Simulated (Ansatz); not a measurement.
A relaxation of the atoms of BaMgF4 (P1, 12 atoms in the cell) with Ansatz (a first-principles code).

Method: PBEsol, default PAW files made with PBE (plane waves; Ansatz).

The change in words: atoms moved at random; relax: default → atoms; relax.f_tol: default → 0.1 eV/Å. Reference geometry:
```xyz
12
Lattice="2.0809 -7.1018 0.0000 2.0809 7.1018 0.0000 0.0000 0.0000 5.7661" Properties=species:S:1:pos:R:3 pbc="T T T"
Ba     1.9450     5.1259     1.5330
Ba     2.2526    -5.0931     4.2859
Mg     2.0673    -1.4304     4.3084
Mg     2.1498     1.4033     1.5854
F      2.0310    -2.6683     3.0134
F      2.0982     2.5362     2.6613
F      2.1458     2.6671     0.0267
F      1.9974    -2.6824     5.6374
F      2.1321     0.0070     2.9063
F      2.0603     0.0613    -0.0878
F      2.0669     5.9797     4.3982
F      2.0248    -5.9063     1.4453
```

Reference input (self-consistent single point, DFT, PBEsol, plane waves, default PAW files made with PBE): kpoints.mp_grid.grid = 4 4 3; hamiltonian.xc = pbesol; hamiltonian.pseudopotentials = {kind: paw} (the program's default PAW files); scf.occupations.method = gaussian; scf.occupations.width = 0.0007 Ry. This run's input differs from it in these lines:

Ansatz 0.2 input:
```diff
@@ -7,14 +7,14 @@
   atoms:
-    - { symbol: Ba, position: [0.106438, 0.828220, 0.265871] }
-    - { symbol: Ba, position: [0.899818, 0.182655, 0.743288] }
-    - { symbol: Mg, position: [0.597437, 0.396023, 0.747203] }
-    - { symbol: Mg, position: [0.417743, 0.615346, 0.274946] }
-    - { symbol: F, position: [0.675852, 0.300132, 0.522610] }
-    - { symbol: F, position: [0.325581, 0.682702, 0.461540] }
-    - { symbol: F, position: [0.327819, 0.703376, 0.004633] }
-    - { symbol: F, position: [0.668795, 0.291080, 0.977676] }
-    - { symbol: F, position: [0.511810, 0.512795, 0.504030] }
-    - { symbol: F, position: [0.490730, 0.499366, -0.015224] }
-    - { symbol: F, position: [0.075632, 0.917629, 0.762768] }
-    - { symbol: F, position: [0.902346, 0.070677, 0.250659] }
+    - { symbol: Ba, position: [0.104288, 0.826545, 0.261871] }
+    - { symbol: Ba, position: [0.893063, 0.176812, 0.746143] }
+    - { symbol: Mg, position: [0.600002, 0.399856, 0.739501] }
+    - { symbol: Mg, position: [0.428400, 0.626514, 0.277618] }
+    - { symbol: F, position: [0.679277, 0.307893, 0.524359] }
+    - { symbol: F, position: [0.328176, 0.680172, 0.462014] }
+    - { symbol: F, position: [0.327221, 0.699856, 0.005253] }
+    - { symbol: F, position: [0.663031, 0.286681, 0.977585] }
+    - { symbol: F, position: [0.514470, 0.515666, 0.507022] }
+    - { symbol: F, position: [0.494357, 0.497903, -0.011920] }
+    - { symbol: F, position: [0.067049, 0.913900, 0.763035] }
+    - { symbol: F, position: [0.900666, 0.068202, 0.247518] }
 kpoints:
@@ -26,2 +26,4 @@
   occupations: { method: gaussian, width: 0.0007 Ry }
+relax:
+  f_tol: 0.1
 output:
```

Log, with long lists cut:

```
   [... SCF lines of the steps left out ...]
relax step   1: F+E_penalty+E_count = -21972.73847067 eV  Δ(F+E_penalty+E_count) = +0.000e0 eV  max|allowed force component| = 8.522e0 eV/Å  Δτ_max = 0.0000 Å  (6 SCF iters, dr2 threshold 1.00e-4 eV, accepted)
relax step   2: F+E_penalty+E_count = -21973.95318275 eV  Δ(F+E_penalty+E_count) = -1.215e0 eV  max|allowed force component| = 4.276e0 eV/Å  Δτ_max = 0.1949 Å  (7 SCF iters, dr2 threshold 1.00e-4 eV, accepted)
relax step   3: F+E_penalty+E_count = -21974.88975559 eV  Δ(F+E_penalty+E_count) = -9.366e-1 eV  max|allowed force component| = 9.107e-1 eV/Å  Δτ_max = 0.2000 Å  (7 SCF iters, dr2 threshold 1.00e-4 eV, accepted)
relax step   4: F+E_penalty+E_count = -21975.01811330 eV  Δ(F+E_penalty+E_count) = -1.284e-1 eV  max|allowed force component| = 1.463e-1 eV/Å  Δτ_max = 0.2000 Å  (7 SCF iters, dr2 threshold 5.18e-5 eV, accepted)
relax step   5: F+E_penalty+E_count = -21975.07129918 eV  Δ(F+E_penalty+E_count) = -5.319e-2 eV  max|allowed force component| = 3.294e-1 eV/Å  Δτ_max = 0.1960 Å  (8 SCF iters, accepted)
relax step   6: F+E_penalty+E_count = -21975.08541493 eV  Δ(F+E_penalty+E_count) = -1.412e-2 eV  max|allowed force component| = 1.499e-2 eV/Å  Δτ_max = 0.0400 Å  (7 SCF iters, accepted)
Free energy (F): -21975.085415 eV
Internal energy: -21975.085415 eV  (E = F + TS)
E sigma→0 (E₀):  -21975.085415 eV
Fermi energy:    7.102435 eV
--- Forces (eV/Å), atoms counted from 1 ---
  atom   1  Ba    -0.00145218    -0.00427644    -0.00781184
  atom   2  Ba     0.00176088     0.00204717    -0.00598348
  atom   3  Mg    -0.00017715     0.01498765     0.00490960
  atom   4  Mg     0.00018903    -0.01245599     0.00666754
  atom   5  F     -0.00085227     0.00300685     0.00521958
  atom   6  F      0.00131956    -0.00865875     0.00595332
  atom   7  F      0.00100831    -0.00492961     0.00340149
  atom   8  F     -0.00122016     0.00632050     0.00693188
  atom   9  F      0.00129322     0.00613618     0.00011320
  atom  10  F      0.00027413    -0.00228124    -0.00452315
   [... lines left out ...]
    - { symbol: F, position: [0.5262814492709018, 0.47359324198449637, 0.43062892580105927] }
    - { symbol: F, position: [0.4737324602368608, 0.5262217622374017, -0.0690831674388264] }
    - { symbol: F, position: [0.07938887774364406, 0.9205685690488261, 0.7345754632211908] }
    - { symbol: F, position: [0.9206550294315728, 0.07949229703434157, 0.2348373427057003] }
```

The run converged. 

Summary of the result:
Free energy E − TS (on the zero of these files): -21975.0854 eV
Top of the valence band (on the code's own zero): 3.56 eV
Gap on the k-point mesh: 7.09 eV
Pressure: 0.45 GPa
Largest force (vector length): 0.016 eV/Å
Relaxation steps: 6

The starting cell comes from a database of computed structures (which also holds hypothetical and non-ambient phases and stackings), without a prior relaxation at this level. Its atoms were displaced at random from the sites of space group no. 63. For this run, on top of that: atoms moved at random. Ansatz's pressure includes its estimate of the finite-basis (Pulay) stress. Without the estimate this run gives -0.15 GPa.

Cost on one core of a shared machine: roughly 2 min.
